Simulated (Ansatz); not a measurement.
System: CsCl-type RuAl. Method: LC-ωPBE in Ansatz (plane waves, PAW).

Settings: plane-wave cutoff 460 eV, 10×10×10 k mesh, Fermi–Dirac smearing 0.05 eV, no spin polarisation, scalar-relativistic PAW data made under PBE.

Computed at the level's own relaxed cell.

Q: What does this level give for the equilibrium volume per atom and lattice constant a?

A: 
* **equilibrium volume per atom**: 12.78 Å³/atom
* **lattice constant a**: 2.946 Å

Measured, for comparison: lattice constant a 2.992 Å (temperature not stated, copied from a table, unchecked, no zero-point or thermal correction; as tabulated in Acta Metallurgica 41, 863 (1993)). Computed (rounded) less measured: lattice constant a not scored (unchecked). A static lattice is as a rule a little smaller and stiffer than an uncorrected measurement, which narrows the difference in the lattice constant a and would widen misses of the other sign.

Note: the run has no spin polarisation, so it can have missed a magnetic state.

Cost on a shared machine: very roughly 40 core-minutes.

Ansatz is a program for electronic structure.
